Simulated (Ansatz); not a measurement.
CsCl-type CuZn

These are PBEsol in Ansatz (plane waves, PAW) values and carry that method's errors.

Settings: plane-wave cutoff 520 eV, 16×16×16 k mesh, Fermi–Dirac smearing 0.1 eV, perturbation theory, force constants from a 4×4×4 q mesh, no spin polarisation, scalar-relativistic PAW data made under PBE.

Cell: relaxed at this level.

| Quantity | Result |
|---|---|
| zone-centre TO phonon frequency | 210 cm⁻¹ |
| zero-point energy | 0.028 eV/atom |

The result took roughly 23 core-minutes.

Ansatz is an electronic-structure program.
